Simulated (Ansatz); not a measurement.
The parent structure is BN in the zinc blende structure (space group F-43m, No. 216; a = 3.6247 Å).

Level of theory: PBE (Ansatz, a first-principles code; PAW; 420 eV plane waves; no spin-orbit coupling).

Base values:

| Item | Result |
|---|---|
| Lattice parameter a | 3.625 Å |
| Smallest direct gap | 8.79 eV |

The change: cell and atoms relaxed at a pressure of 4.5 GPa.

**Question.** What happens to the lattice parameter a?

**Answer.** The lattice parameter a shrinks by 0.0143 Å, from 3.625 Å to 3.610 Å.

**Question.** Predict the new smallest direct gap.

**Answer.** The smallest direct gap increases by 0.06 eV to 8.85 eV.

Load acts through the strain it causes; cell and atoms are relaxed under it. Whether these cells are dynamically stable was not tested.
